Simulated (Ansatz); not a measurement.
**How far PBE and PBEsol part for hypothetical Fm-3m CrI2, I → F**

Base system: CrI2 (space group Fm-3m, No. 225; a = 7.3163 Å; ferromagnetic; a hypothetical phase, not in the database extracts checked).

(Cell as relaxed with PBE.)

Levels (all Ansatz, a quantum-chemistry and plane-wave program, PAW): PBE (420 eV, no spin-orbit coupling); PBEsol (420 eV, no spin-orbit coupling).

Each level relaxes its own structure.

| base | PBE | PBEsol |
|---|---|---|
| volume per atom | 32.64 Å³ | 30.46 Å³ |
| lattice parameter a | 7.316 Å | 7.150 Å |
| band gap | zero | zero |
| largest site moment | 4.04 μB | 3.96 μB |

Now apply this change: F takes the place of I on all its sites, then cell and atoms are relaxed.

| quantity | PBE | PBEsol |
|---|---|---|
| lattice parameter a | 5.198 Å | 5.110 Å |
| largest site moment | 3.40 μB | 3.35 μB |
| magnetic state | ferromagnetic | ferromagnetic |

PBE's lattice parameter a lies 0.088 Å above PBEsol's (1.7 %); PBE's largest site moment lies 0.05 μB above PBEsol's; the two agree on the magnetic state. Neither level is exact; PBEsol is the comparison here, not a measurement.

With I present, leaving out spin-orbit coupling can change the band edges. Whether these cells are dynamically stable was not tested. As relaxed here, CrF2 is a hypothetical phase, not in the database extracts checked. No Hubbard U is applied and the magnetic state is the run's own (CrF2 ferromagnetic); small cells can't hold the antiferromagnetic order that many such compounds have, so gaps and moments can be off.
